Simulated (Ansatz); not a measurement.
PtCl2 in the anatase structure (space group I4_1/amd, No. 141; a hypothetical phase, not in the database extracts checked)

```cif
data_Cl8Pt4
_chemical_formula_sum 'Pt4 Cl8'
_space_group_name_H-M_alt 'I41/amd :1'
_space_group_IT_number 141
_space_group_name_Hall 'I 4bw 2bw -1bw'
_cell_length_a 5.08976
_cell_length_b 5.08976
_cell_length_c 9.81726
_cell_angle_alpha 90.000
_cell_angle_beta 90.000
_cell_angle_gamma 90.000
loop_
_atom_site_label
_atom_site_type_symbol
_atom_site_symmetry_multiplicity
_atom_site_Wyckoff_symbol
_atom_site_fract_x
_atom_site_fract_y
_atom_site_fract_z
_atom_site_occupancy
Pt1 Pt 4 b 0.00000 0.00000 0.50000 1
Cl1 Cl 8 e 0.00000 0.00000 0.26352 1
```
(The calculation used a cell of 6 atoms; values per cell refer to that cell.)

Computed with PBEsol/PAW in Ansatz (a quantum-chemistry and plane-wave program), no spin-orbit coupling. Γ-centred 13×13×13 mesh, Fermi–Dirac width 0.05 eV.

```yaml
volume_per_atom: 21.19 Å³
density: 6.95 g/cm³
band_gap: zero
total_energy: -4835.349 eV/atom (σ→0; compares only within this code and set-up)
```

Stability against distortions was not tested. No Hubbard U is applied, and correlation can decide whether such a compound is a metal. The final runs are not spin-polarised.
